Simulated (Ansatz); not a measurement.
Response to strain in C

Start from C in the diamond structure (space group Fd-3m, No. 227).

```
CELL_PARAMETERS angstrom
      0.00000     1.78014     1.78014
      1.78014     0.00000     1.78014
      1.78014     1.78014     0.00000
ATOMIC_POSITIONS crystal
  C  0.00000 0.00000 0.00000
  C  0.25000 0.25000 0.25000
```

Cartesian axes are those of the cell as printed.

Strains are applied to the cell and any free atomic positions relax; under biaxial strain the out-of-plane vector relaxes too.

The values are results of DFT with r2SCAN, PAW potentials and a 500 eV plane-wave cutoff in Ansatz (a program for electronic structure), no spin-orbit coupling, not measurements.

Candidates:
(a) tensor shear ε_xy = +0.83 %
(b) tensor shear ε_yz = +3.39 %
(c) biaxial strain −3.51 %, plane normal [001], relaxed out of plane
(d) uniaxial strain ε_xx = +3.77 %

Before the change:

The band gap is 4.36 eV.

### Question
Order them by band gap, highest first.

### Answer
(a) tensor shear ε_xy = +0.83 % (4.31 eV), (c) biaxial strain −3.51 %, plane normal [001], relaxed out of plane (3.90 eV), (d) uniaxial strain ε_xx = +3.77 % (3.79 eV), (b) tensor shear ε_yz = +3.39 % (3.59 eV)

No phonon test of stability was made.
